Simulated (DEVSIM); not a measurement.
## illuminated Ge n-on-p cell, one wavelength, with a back-surface field

System: illuminated Ge n-on-p cell, one wavelength, with a back-surface field, at 300 K.

```tsv
layer (left to right)	material	thickness (μm)	Nd (cm⁻³)	Na (cm⁻³)	τn (s)	τp (s)	absorption coefficient (cm⁻¹)
1	Ge	0.100	1.1e18	-	1.6e-7	2.4e-7	1500
2	Ge	20.0	-	4.7e16	8e-6	8e-6	1500
3	Ge	0.140	-	1.3e18	8e-5	8e-6	1500
```

Left contact: ohmic, minority hole recombination velocity 4e5 cm/s. Right contact: ohmic, minority electron recombination velocity 50 cm/s. Voltage is applied to the left contact. Recombination: SRH at mid-gap, radiative, Auger. Light enters at the left, 4.6e17 photons cm⁻² s⁻¹, one pass, no reflection. Mobility is μmin + (μ − μmin)/(1 + (N/Nref)^α).

Constants are typed, rounded textbook-type inputs, not results; the design itself was drawn at random and stands for no fabricated device. Values at 300 K.

```csv
parameter,Ge
gap (eV),0.664
affinity (eV),4
permittivity,16
Nc (cm⁻³),1.04e19
Nv (cm⁻³),6e18
μn (cm²/Vs),3900
μp (cm²/Vs),1900
"μn,min",150
"μp,min",100
"Nref,n",2.6e17
"Nref,p",4e17
αn,0.56
αp,0.6
B (cm³/s),6.4e-14
Cn (cm⁶/s),1e-31
Cp (cm⁶/s),1e-31
```

Model (solved in DEVSIM): 1D drift-diffusion, Boltzmann statistics, complete ionisation; no tunnelling, impact ionisation, image-force lowering or self-heating.

| Item | Value |
|---|---|
| Potential step across the device at zero bias | 0.566 V |
| Dark forward voltage at 1 A/cm² | 0.278 V |
| Dark forward voltage at 100 A/cm² | 0.408 V |
| Short-circuit current | 70.0 mA/cm² |
| Open-circuit voltage | 0.209 V |
| Fill factor | 0.65 |
| Largest power | 9.55 mW/cm² |
| Share of generated pairs collected at short circuit | 0.997 |

Current under light (generator sign):

```csv
V (V),J (mA/cm²)
0.00,70.0
0.02,69.9
0.04,69.9
0.06,69.8
0.08,69.5
0.10,69.0
0.12,67.7
0.14,65.1
0.16,59.5
0.18,47.2
0.20,20.5
0.22,-37.2
```

Dark forward current:

```
V (V)  J (A/cm²)
-----  ---------
-0.05   -0.00013
-0.10    -0.0010
-0.15    -0.0071
-0.20     -0.049
-0.25      -0.34
-0.30       -2.3
-0.35        -15
-0.40        -79
-0.45       -340
-0.50      -1200
-0.55      -3800
```
